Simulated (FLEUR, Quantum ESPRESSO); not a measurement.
A FLEUR input for a self-consistent single point of LaB6 (Pm-3m, 7 atoms in the cell) (DFT, PBE, all-electron FLAPW (FLEUR), scalar-relativistic valence with spin-orbit coupling in second variation):

Input of the input generator:

```
LaB6 crystal
&input film=f /
4.1862460000 0.0000000000 0.0000000000
0.0000000000 4.1862460000 0.0000000000
0.0000000000 0.0000000000 4.1862460000
1.8897261246
1.0 1.0 1.0

7
57 0.0000000000 0.0000000000 0.0000000000
5 0.8001200000 0.5000000000 0.5000000000
5 0.1998800000 0.5000000000 0.5000000000
5 0.5000000000 0.8001200000 0.5000000000
5 0.5000000000 0.1998800000 0.5000000000
5 0.5000000000 0.5000000000 0.8001200000
5 0.5000000000 0.5000000000 0.1998800000

&comp jspins=1 /
&kpt div1=7 div2=7 div3=7 /
&soc 0.0 0.0 /
&end /
```

```xml
<?xml version="1.0" encoding="UTF-8" standalone="no"?>
<fleurInput fleurInputVersion="0.39">
   <comment>
      LaB6 crystal                                                                                        
   </comment>
   <calculationSetup>
      <cutoffs Kmax="4.1" Gmax="16.4" GmaxXC="16.4" numbands="0"/>
      <scfLoop itmax="60" minDistance="0.00001" maxIterBroyd="15" imix="Anderson" alpha="0.05" precondParam="0.0" spinf="2.0"/>
      <coreElectrons ctail="T" frcor="F" kcrel="0" coretail_lmax="0"/>
      <xcFunctional name="pbe" relativisticCorrections="F"/>
      <magnetism jspins="1"/>
      <soc l_soc="T" theta="0.0" phi="0.0" spav="F"/>
      <expertModes spex="0" secvar="F"/>
      <geometryOptimization l_f="F" forcealpha="1.0" forcemix="BFGS" epsdisp="0.00001" epsforce="0.00001"/>
      <ldaU l_linMix="F" mixParam="0.05" spinf="1.0"/>
   </calculationSetup>
   <cell>
      <bzIntegration valenceElectrons="29.0" mode="gauss" fermiSmearingEnergy="0.00499791">
         <kPointListSelection listName="default-1"/>
         <!-- k-points included here -->
         <xi:include xmlns:xi="http://www.w3.org/2001/XInclude" href="kpts.xml"> </xi:include>
      </bzIntegration>
      <!-- symmetry operations included here -->
      <xi:include xmlns:xi="http://www.w3.org/2001/XInclude" href="sym.xml"> </xi:include>
      <bulkLattice scale="1.0">
         <bravaisMatrix>
            <row-1>    7.9108584302022509     0.0000000000000000     0.0000000000000000</row-1>
            <row-2>    0.0000000000000000     7.9108584302022509     0.0000000000000000</row-2>
            <row-3>    0.0000000000000000     0.0000000000000000     7.9108584302022509</row-3>
         </bravaisMatrix>
      </bulkLattice>
   </cell>
   <atomSpecies>
      <species name="Lanthanum (La)" element="La" atomicNumber="57">
         <mtSphere radius="2.68" gridPoints="925" logIncrement="0.014"/>
         <atomicCutoffs lmax="10" lnonsphr="8"/>
         <electronConfig flipSpins="F">
            <coreConfig>(1s1/2) (2s1/2) (2p1/2) (2p3/2) (3s1/2) (3p1/2) (3p3/2) (4s1/2) (3d3/2) (3d5/2) (4p1/2) (4p3/2) (4d3/2) (4d5/2)</coreConfig>
            <valenceConfig>(5s1/2) (5p1/2) (5p3/2) (6s1/2) (5d3/2) (5d5/2)</valenceConfig>
            <stateOccupation state="(5d3/2)" spinUp="0.2" spinDown="0.2"/>
            <stateOccupation state="(5d5/2)" spinUp="0.3" spinDown="0.3"/>
         </electronConfig>
         <energyParameters s="6" p="6" d="5" f="4"/>
         <lo type="SCLO" l="0" n="5" eDeriv="0"/>
         <lo type="SCLO" l="1" n="5" eDeriv="0"/>
      </species>
      <species name="Boron (B)" element="B" atomicNumber="5">
         <mtSphere radius="1.47" gridPoints="509" logIncrement="0.02"/>
         <atomicCutoffs lmax="6" lnonsphr="4"/>
         <electronConfig flipSpins="F">
            <coreConfig>(1s1/2)</coreConfig>
            <valenceConfig>(2s1/2) (2p1/2) (2p3/2)</valenceConfig>
            <stateOccupation state="(2p1/2)" spinUp="0.1666666666667" spinDown="0.1666666666667"/>
            <stateOccupation state="(2p3/2)" spinUp="0.3333333333333" spinDown="0.3333333333333"/>
         </electronConfig>
         <energyParameters s="2" p="2" d="3" f="4"/>
      </species>
   </atomSpecies>
   <atomGroups>
      <atomGroup species="Lanthanum (La)">
         <relPos label="                   1">.0000000000 .0000000000 .0000000000</relPos>
         <force calculate="T" relaxXYZ="TTT"/>
      </atomGroup>
      <atomGroup species="Boron (B)">
         <relPos label="                   2">-.1998800000 1.000/2.000 1.000/2.000</relPos>
         <relPos label="                   3">.1998800000 1.000/2.000 1.000/2.000</relPos>
         <relPos label="                   4">1.000/2.000 -.1998800000 1.000/2.000</relPos>
         <relPos label="                   5">1.000/2.000 .1998800000 1.000/2.000</relPos>
         <force calculate="T" relaxXYZ="TTT"/>
      </atomGroup>
      <atomGroup species="Boron (B)">
         <relPos label="                   6">1.000/2.000 1.000/2.000 -.1998800000</relPos>
         <relPos label="                   7">1.000/2.000 1.000/2.000 .1998800000</relPos>
         <force calculate="T" relaxXYZ="TTT"/>
      </atomGroup>
   </atomGroups>
   <output dos="F" band="F" slice="F">
      <checks vchk="F" cdinf="F"/>
      <bandDOS minEnergy="-.5*Htr" maxEnergy="0.5*Htr" sigma="0.015" storeEVData="T"/>
      <vacuumDOS vacdos="F" integ="F" star="F" nstars="0" locx1="0.0" locy1="0.0" locx2="0.0" locy2="0.0" nstm="0" tworkf="0.0"/>
      <unfoldingBand unfoldBand="F" supercellX="1" supercellY="1" supercellZ="1"/>
      <plotting iplot="0" polar="F">
         <plot TwoD="T" vec1="  1.0  0.0  0.0" vec2="  0.0  1.0  0.0" vec3="  0.0  0.0  1.0" zero="  0.0  0.0  0.0" file="plot"/>
      </plotting>
      <chargeDensitySlicing numkpt="0" minEigenval="0.0" maxEigenval="0.0" nnne="0" pallst="F"/>
      <specialOutput eonly="F"/>
      <magneticCircularDichroism mcd="F" energyLo="-10.0" energyUp="0.0"/>
   </output>
  <!-- We include the file relax.xml here to enable relaxations (see documentation) -->
  <xi:include xmlns:xi="http://www.w3.org/2001/XInclude" href="relax.xml"> <xi:fallback/> </xi:include>
</fleurInput>
```

Problem. Give the Quantum ESPRESSO input for the same structure, mesh, smearing and functional.

Solution. This is the input that was run; spellings and numerical settings could be chosen otherwise.

```fortran
&control
    calculation = 'scf',
    outdir = './tmp/',
    pseudo_dir = './',
    verbosity = 'high',
    tprnfor = .true.,
    tstress = .true.,
/
&system
    ibrav = 1,
    A = 4.1862460000,
    nat = 7,
    ntyp = 2,
    ecutwfc = 85,
    ecutrho = 595,
    occupations = 'smearing',
    smearing = 'gauss',
    degauss = 0.0099958,
    noncolin = .true.,
    lspinorb = .true.,
/
&electrons
    conv_thr = 1.0e-11,
/
ATOMIC_SPECIES
La   138.9055  La.rel-pbe-spfn-kjpaw_psl.1.0.0.UPF
B     10.8100  B.rel-pbe-n-kjpaw_psl.1.0.0.UPF
ATOMIC_POSITIONS angstrom
La    0.0000000000    0.0000000000    0.0000000000
B     3.3494991495    2.0931230000    2.0931230000
B     0.8367468505    2.0931230000    2.0931230000
B     2.0931230000    3.3494991495    2.0931230000
B     2.0931230000    0.8367468505    2.0931230000
B     2.0931230000    2.0931230000    3.3494991495
B     2.0931230000    2.0931230000    0.8367468505
K_POINTS automatic
7 7 7  0 0 0
```

Basis settings and potentials, where a program has them, do not carry over. This input uses DFT, PBE, spin-orbit coupling, plane waves, PSlibrary fully relativistic PAW (PBE) pseudopotentials.

The starting cell comes from a database of computed structures (which also holds hypothetical and non-ambient phases and stackings), without a prior relaxation at this level. Its lattice was rescaled by a random factor within 2.5 % of one.
